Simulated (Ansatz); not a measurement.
Take TiC in the rock salt structure (space group Fm-3m, No. 225; a = 4.293 Å; relaxed with 0.1 eV smearing) as the base. Axes: x, y, z lie along the cube axes.

Method: PBEsol/PAW in Ansatz (a quantum-chemistry and plane-wave program), spin-orbit coupling left out.

Base values:

The shortest interatomic distance is 2.147 Å.

One thing is altered: biaxial strain +1.25 %, plane normal [111], relaxed out of plane (Cartesian); in-plane vectors clamped, the third vector and the atoms free.

Problem. How does this affect the shortest interatomic distance?

Solution. The shortest interatomic distance increases by 0.0125 Å to 2.159 Å.

Problem. What does the calculation give for the energy relative to the base after the change?

Solution. The energy goes up by 5.2 meV/atom.

Whether these cells are dynamically stable was not tested. The final runs are not spin-polarised.
